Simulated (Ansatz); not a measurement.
Consider CrAuO2 (space group R-3m, No. 166; ferromagnetic; a model cell, its experimental status unchecked).

```
CELL_PARAMETERS angstrom
      1.49245     0.86167     6.09144
     -1.49245     0.86167     6.09144
      0.00000    -1.72334     6.09144
ATOMIC_POSITIONS crystal
  Au 0.00000 0.00000 0.00000
  Cr 0.50000 0.50000 0.50000
  O  0.11343 0.11343 0.11343
  O  0.88657 0.88657 0.88657
```

Cartesian axes are those of the cell as printed.

Level of theory: Kohn–Sham DFT with the PBEsol functional, run in Ansatz (a quantum-chemistry and plane-wave program) with PAW and 420 eV plane waves, no SOC.

Before the change:

- Electron mass = 0.24 mₑ along c, 2.4 mₑ across (at Γ)

It is then changed as follows: tensile biaxial strain of 1.33 % in the plane normal to [001], as in epitaxy on a mismatched substrate; the out-of-plane cell vector and the atoms relax.

Question: What does the calculation give for the electron mass and ratio −ε⊥/ε∥ after the change?

Answer: The electron mass goes from 0.24 mₑ along c, 2.4 mₑ across (at Γ) to 0.26 mₑ out of plane, 2.4 mₑ in plane (at Γ); the ratio −ε⊥/ε∥ amounts to 0.70.

With Au present, leaving out spin-orbit coupling can change the band edges. The levels and masses belong to the bands next to the band gap. Effective masses come from finite differences of ±0.01 Å⁻¹. Stability against distortions was not tested. No Hubbard U is applied and the magnetic state is the run's own (CrAuO2 ferromagnetic); other magnetic orders, which need larger cells, were not tried and can change the gap.
